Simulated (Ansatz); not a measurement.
Crystal: Li2H6PtO6 (P-3, not sure to be the ambient phase, 15 atoms a cell, 7.3 Å³ an atom, -2 GPa at this level); planes in its conventional cell.

Computed with r2SCAN (plane waves, PAW; Ansatz, a program for electronic structure).

The gap is the functional's own, uncorrected, and κ follows it; spin-orbit coupling is left out. Mid-gap values are interpolated between the computed energies.

| plane | area of the cell (Å²) | mid-gap κ (1/Å) | largest κ in the gap (1/Å) |
|---|---|---|---|
| (111) | 48.1 | 0.47 | 0.47 |
| (110) | 41.1 | ? | ? |

Problem. The slowest decay depends on the direction. Supply the withheld values.

Solution. 
- (110), mid-gap κ (1/Å): 0.42
- (110), largest κ in the gap (1/Å): 0.42
